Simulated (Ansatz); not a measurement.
The starting structures come from a database of crystals and need not be the phases stable at ambient conditions.

 Where the default PAW files enter, the runs use the earlier of Ansatz's two default sets.

The decay constant κ of evanescent states in the gap governs leakage through a thin film.

Data:

```
FeSe2
1.0
    3.58090     0.00000     0.00000
    0.00000     5.75626     0.00000
    0.00000     0.00000     4.77959
Fe Se
2 4
Cartesian
  0.00000   0.00000   0.00000
  1.79045   2.87813   2.38979
  0.00000   2.12849   1.01930
  0.00000   3.62777   3.76029
  1.79045   0.74964   3.40909
  1.79045   5.00662   1.37050
```

Space group of this cell: Pnnm. The cell is taken as given.

Transport runs along the normal of the first two printed cell vectors.

The gap is the functional's own, uncorrected, and κ follows it; spin-orbit coupling is left out. Mid-gap values are interpolated between the computed energies.

### Question
State the band gap and the smallest decay constant κ at mid-gap according to r2SCAN (Ansatz, a program for electronic structure).

### Answer
Gap 0.81 eV on a 8×6×6 mesh; κ = 0.188 1/Å, at the zone centre.
